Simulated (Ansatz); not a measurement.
BaZrO3: pressure 50 GPa

Base system: BaZrO$_{3}$ in the cubic perovskite structure (space group Pm-3m, No. 221; a = 4.181 Å).

Modification: a hydrostatic pressure of 50 GPa.

All numbers come from PBEsol in Ansatz (plane waves to 420 eV, PAW, no spin-orbit coupling), earlier PAW set. Settings: 8×8×8 k-points, 0.05 eV Fermi–Dirac smearing.

| quantity | base | changed | shift |
|---|---|---|---|
| density | 6.28 g/cm³ | 7.66 g/cm³ | +1.38 g/cm³ |
| lattice parameter a | 4.181 Å | 3.913 Å | -0.268 Å |
| shortest interatomic distance | 2.090 Å | 1.956 Å | -0.134 Å |
| band gap (an upper bound: an edge found on the path is not a true extremum; the base alone) | 3.18 eV | 3.28 eV | +0.10 eV |

Final structure:

```
CELL_PARAMETERS angstrom
      3.91299     0.00000     0.00000
      0.00000     3.91299     0.00000
      0.00000     0.00000     3.91299
ATOMIC_POSITIONS crystal
  Ba 0.00000 0.00000 0.00000
  Zr 0.50000 0.50000 0.50000
  O  0.00000 0.50000 0.50000
  O  0.50000 0.50000 0.00000
  O  0.50000 0.00000 0.50000
```

Load acts through the strain it causes; cell and atoms are relaxed under it. No phonon test of stability was made. Competing high-pressure phases were not computed.

Ansatz is a program for electronic structure.
